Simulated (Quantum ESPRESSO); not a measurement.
Checking a run of Quantum ESPRESSO on ZnPd3 (Pm-3m, 4 atoms in the cell). The aim is a self-consistent single point with DFT, PBEsol, plane waves, GBRV 1.5 ultrasoft (PBESOL) pseudopotentials.

This input was run:

```fortran
&CONTROL
  calculation = 'scf'
  prefix = 'run'
  outdir = './work'
  pseudo_dir = './'
  tprnfor = .true.
  tstress = .true.
/
&SYSTEM
  ibrav = 0
  nat = 4
  ntyp = 2
  ecutwfc = 10
  ecutrho = 80
  occupations = 'smearing'
  smearing = 'cold'
  degauss = 0.0099958
/
&ELECTRONS
  conv_thr = 1.0e-11
/
ATOMIC_SPECIES
Zn    65.3800  zn_pbesol_v1.uspp.F.UPF
Pd   106.4200  pd_pbesol_v1.4.uspp.F.UPF
ATOMIC_POSITIONS {crystal}
Zn    0.0000000000    0.0000000000    0.0000000000
Pd    0.0000000000    0.5000000000    0.5000000000
Pd    0.5000000000    0.0000000000    0.5000000000
Pd    0.5000000000    0.5000000000    0.0000000000
K_POINTS {automatic}
7 7 7  0 0 0
CELL_PARAMETERS {bohr}
   7.4786667273     0.0000000000     0.0000000000
   0.0000000000     7.4786667273     0.0000000000
   0.0000000000     0.0000000000     7.4786667273
```

Output (repeated stretches shortened):

```
     Message from routine setup:
     using ibrav=0 with symmetry is DISCOURAGED, use correct ibrav instead
     G-vector sticks info
     --------------------
     sticks:   dense  smooth     PW     G-vecs:    dense   smooth      PW
   [... lines left out ...]

     48 Sym. Ops., with inversion, found

   Cartesian axes

     site n.     atom                  positions (alat units)
         1        Zn     tau(   1) = (   0.0000000   0.0000000   0.0000000  )
         2        Pd     tau(   2) = (   0.0000000   0.5000000   0.5000000  )
         3        Pd     tau(   3) = (   0.5000000   0.0000000   0.5000000  )
         4        Pd     tau(   4) = (   0.5000000   0.5000000   0.0000000  )

     number of k points=    20  Marzari-Vanderbilt smearing, width (Ry)=  0.0100
                       cart. coord. in units 2pi/alat
        k(    1) = (   0.0000000   0.0000000   0.0000000), wk =   0.0058309
        k(    2) = (   0.0000000   0.0000000   0.1428571), wk =   0.0349854
        k(    3) = (   0.0000000   0.0000000   0.2857143), wk =   0.0349854
   [... 17 lines left out ...]

     Dense  grid:     5041 G-vectors     FFT dimensions: (  24,  24,  24)

     Smooth grid:     1791 G-vectors     FFT dimensions: (  15,  15,  15)

     Initial potential from superposition of free atoms

     starting charge      66.4999, renormalised to      68.0000

     negative rho (up, down):  1.807E-01 0.000E+00
     Self-consistent Calculation

     iteration #  1     ecut=    10.00 Ry     beta= 0.70

     negative rho (up, down):  2.526E-01 0.000E+00

     total energy              =    -897.41088731 Ry
     estimated scf accuracy    <     132.93172231 Ry

     iteration #  2     ecut=    10.00 Ry     beta= 0.70

     negative rho (up, down):  2.719E-01 0.000E+00

     total energy              =    -926.26734723 Ry
     estimated scf accuracy    <      23.27597144 Ry

     iteration #  3     ecut=    10.00 Ry     beta= 0.70

     negative rho (up, down):  2.808E-01 0.000E+00

     total energy              =    -932.33500927 Ry
     estimated scf accuracy    <       6.21136957 Ry

   [... 6 blocks of this kind left out ...]

     iteration # 10     ecut=    10.00 Ry     beta= 0.70

     negative rho (up, down):  2.836E-01 0.000E+00

     total energy              =    -933.57898134 Ry
     estimated scf accuracy    <          2.5E-11 Ry

     iteration # 11     ecut=    10.00 Ry     beta= 0.70

     negative rho (up, down):  2.836E-01 0.000E+00
     End of self-consistent calculation

     the Fermi energy is    20.9578 ev

!    total energy              =    -933.57898134 Ry
     estimated scf accuracy    <          9.0E-13 Ry
     smearing contrib. (-TS)   =      -0.00040269 Ry
     internal energy E=F+TS    =    -933.57857865 Ry

     convergence has been achieved in  11 iterations

     negative rho (up, down):  2.836E-01 0.000E+00

     Forces acting on atoms (cartesian axes, Ry/au):

     atom    1 type  1   force =     0.00000000    0.00000000    0.00000000
   [... zero for the other atoms too ...]

     Total force =     0.000000     Total SCF correction =     0.000000

     negative rho (up, down):  2.836E-01 0.000E+00
          total   stress  (Ry/bohr**3)                   (kbar)     P=   -83563.87
  -0.56805564   0.00000000   0.00000000       -83563.87        0.00        0.00
   0.00000000  -0.56805564   0.00000000            0.00   -83563.87        0.00
   0.00000000   0.00000000  -0.56805564            0.00        0.00   -83563.87

   JOB DONE.
```

Task: Is anything amiss in this input, and did it matter?

Result: The run is not sound. The fault is a basis or grid far too coarse for these potentials. Far below the cutoff that the potentials were made for, the basis cannot represent the orbitals near the nuclei, and energies, forces and above all the stress go wrong. To fix it, restore the cutoff that the potentials need and check convergence. The run converged in 11 iterations without an error; against the sound input the free energy goes up by 421 eV/atom and the pressure goes from -12.55 to -8356 GPa.

An input that runs soundly differs in these lines (not the only fix; some lines may just follow from the change or write a value another way):
```diff
-  ecutwfc = 10
-  ecutrho = 80
+  ecutwfc = 50
+  ecutrho = 400
```

With that input, the run converged in 12 iterations: free energy E − TS -14384.4800 eV; Fermi level (on the code's own zero) 16.10 eV; pressure -12.55 GPa (DFT, PBEsol, plane waves, GBRV 1.5 ultrasoft (PBESOL) pseudopotentials).

On the sound input: the starting cell comes from a database of computed structures (which also holds hypothetical and non-ambient phases and stackings), without a prior relaxation at this level. Its lattice was rescaled by a random factor within 2.5 % of one. Spin polarisation is off. With a pressure of about -13 GPa the cell is away from its equilibrium volume at this level.
